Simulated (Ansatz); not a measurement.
Gap of a (8,0) BAs nanotube at several levels, all on one geometry.

Levels: PBE (plane waves to 420 eV, PAW; Ansatz, a quantum-chemistry and plane-wave program); Ansatz with PBE with spin-orbit coupling; r2SCAN (plane waves to 500 eV, PAW; Ansatz). Unmarked values and the geometry are of the first. Mesh 1×1×6. No spin polarisation. It repeats along c; a and b span vacuum. A hypothetical model, rolled from the flat sheet. It keeps the symmetry and period of its start, so it need not be a minimum against all distortions. Values not marked SOC lack spin–orbit coupling.

| level | gap (eV) |
|---|---|
| PBE | 0.67 |
| PBE+SOC | [?] |
| r2SCAN | 0.93 |

**Question.** Some entries are withheld; supply them.

**Answer.** 
- PBE+SOC, gap (eV): 0.66
